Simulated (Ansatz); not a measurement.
Take SiC in the zinc blende structure (space group F-43m, No. 216; a = 4.356 Å) as the base.

Computed with r2SCAN, PAW, 500 eV (Ansatz, an electronic-structure program; no spin-orbit coupling).

Base values:

```
Quantity                               Result
----------------------------  ---------------
Gap character                 indirect, Γ → X
Gap between the host's bands          1.71 eV
```

The change: 0.0413 holes added to each cell, a density of 2.0×10^21 cm⁻³, with a uniform compensating background at fixed cell and a 300 K Fermi–Dirac width.

Question: Estimate the effect on the Fermi level from band edge.

Answer: The Fermi level relative to the doped band's edge (positive inside the band; to 0.05 eV) is +0.20 eV.

Question: Estimate the effect on the gap character.

Answer: The gap character is still indirect, Γ → X.

Question: What does the calculation give for the gap between the host's bands after the change?

Answer: The gap between the host's bands increases by 0.05 eV, from 1.71 eV to 1.76 eV.

Carriers are added with a uniform compensating background; total energy and stress of such cells depend on the potential's zero and are not compared; many-body gap narrowing is missing at this level. Stability against distortions was not tested.
